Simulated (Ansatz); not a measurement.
## Pressure series in SrTiO3

The parent structure is SrTiO₃ in the cubic perovskite structure (space group Pm-3m, No. 221; a = 3.9365 Å).

Cell and atoms are relaxed at each pressure.

All numbers come from PBE, PAW, 420 eV (Ansatz, a first-principles code; no SOC), earlier PAW set.

```json
[
 {"case": "base", "smallest direct gap": "2.20 eV", "lattice parameter a": "3.936 Å", "band gap": "1.85 eV"},
 {"case": "pressure −2 GPa", "smallest direct gap": "2.18 eV", "lattice parameter a": "3.952 Å", "band gap": "1.82 eV"},
 {"case": "pressure −1 GPa", "smallest direct gap": "2.19 eV", "lattice parameter a": "[?]", "band gap": "[?]"},
 {"case": "pressure 0.3 GPa", "smallest direct gap": "2.20 eV", "lattice parameter a": "3.934 Å", "band gap": "1.85 eV"},
 {"case": "pressure 0.7 GPa", "smallest direct gap": "2.20 eV", "lattice parameter a": "3.931 Å", "band gap": "1.85 eV"},
 {"case": "pressure 1.5 GPa", "smallest direct gap": "2.21 eV", "lattice parameter a": "3.925 Å", "band gap": "1.86 eV"},
 {"case": "pressure 5 GPa", "smallest direct gap": "2.23 eV", "lattice parameter a": "3.901 Å", "band gap": "1.90 eV"},
 {"case": "pressure 10 GPa", "smallest direct gap": "2.26 eV", "lattice parameter a": "3.869 Å", "band gap": "1.95 eV"}
]
```

Task: What belongs in the blanks?

Result: 
- pressure −1 GPa, lattice parameter a: 3.944 Å
- pressure −1 GPa, band gap: 1.83 eV

Load acts through the strain it causes; cell and atoms are relaxed under it. No phonon test of stability was made. No other phases were tried under pressure. All final runs are without spin polarisation. Many cubic perovskites are stable only at high temperature; tilts and polar distortions were not tested.
